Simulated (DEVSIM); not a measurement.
Structure: Ti/AlN/SiO2/n-Si capacitor, at 300 K.

```csv
layer (left to right),material,thickness (nm),Nd (cm⁻³)
1,AlN,4.70,-
2,SiO2,1.30,-
3,Si,8900,4.2e15
```

Metal gate on the left, work function 4.33 eV. Fixed charge at the semiconductor interface -1.4e10 cm⁻² (in units of +e); no interface traps.

The device is made up for the run: typed textbook-type constants, with dimensions and the other settings drawn at random. Values at 300 K.

```
parameter      AlN  SiO2       Si
-------------  ---  ----  -------
gap (eV)       6.1     9    1.124
affinity (eV)  1.9   0.9     4.05
permittivity   8.5   3.9     11.7
Nc (cm⁻³)        -     -  2.86e19
Nv (cm⁻³)        -     -   3.1e19
```

DEVSIM, 1D Poisson equation in equilibrium, Boltzmann statistics, complete ionisation; no quantum confinement or tunnelling. Metal contacts follow the ideal Schottky-Mott rule: no Fermi-level pinning, no interface dipoles.

The substrate doping was swept, all else fixed.

```csv
substrate doping (cm^-3),threshold voltage (band bending 2φF) (V),flat-band voltage (V),minimum of the low-frequency capacitance (μF/cm²)
2.1e14,-0.54,-0.02,0.00709
4.2e14,-0.56,-0.01,0.00942
8.4e14,-0.58,0.01,0.0125
2.1e15,-0.61,0.04,0.0187
4.2e15,-0.64,0.05,0.0258
8.4e15,-0.67,0.07,0.0348
```

From the first row to the last the threshold voltage (band bending 2φF) goes from -0.54 to -0.67. From the first row to the last the flat-band voltage goes from -0.02 to 0.07.
